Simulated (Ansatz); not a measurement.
SiSe2: pressure series

The reference is SiSe₂ (space group Ibam, No. 72; made of chains).

SiSe₂ is taken in the orthorhombic space group Ibam (No. 72), Pearson symbol oI12. Cell: a = 6.6149 Å, b = 11.2691 Å, c = 5.9326 Å, α = β = γ = 90.00°. Se on 8j sees 2 Si at 2.302 Å (bent). Si on 4a sees 4 Se at 2.302 Å (tetrahedral). (Neighbours: up to the widest gap in distance over summed covalent radii, below 1.35, at either atom.)
(The calculation used a cell of 6 atoms; values per cell refer to that cell.)

Cell and atoms are relaxed at each pressure.

The values are results of PBE (Ansatz, a program for electronic structure; PAW; 420 eV plane waves; scalar-relativistic without spin-orbit coupling), not measurements.

```tsv
case	gap character	density	band gap
base	indirect, Σ₀–Γ (12 % along) → k = (3/8, 3/8, -3/8) in the run's primitive reciprocal basis	2.79 g/cm³	2.21 eV
pressure 0.3 GPa	indirect, Σ₀–Γ (12 % along) → X	3.18 g/cm³	2.00 eV
pressure 0.7 GPa	indirect, Σ₀–Γ (11 % along) → X	3.41 g/cm³	1.81 eV
pressure 1.5 GPa	indirect, Σ₀–Γ (11 % along) → X	3.70 g/cm³	1.58 eV
pressure 3 GPa	indirect, Σ₀–Γ (11 % along) → X	4.03 g/cm³	1.34 eV
pressure 5 GPa	indirect, Σ₀–Γ (20 % along) → X	4.34 g/cm³	1.16 eV
pressure 7.5 GPa	indirect, Γ → X	4.62 g/cm³	0.99 eV
pressure 10 GPa	indirect, Γ → X	4.85 g/cm³	0.79 eV
```

Load acts through the strain it causes; cell and atoms are relaxed under it. Whether these cells are dynamically stable was not tested. No other phases were tried under pressure. No dispersion term is included, though the crystal is made of layers, chains or molecules, so its spacings can come out too wide.
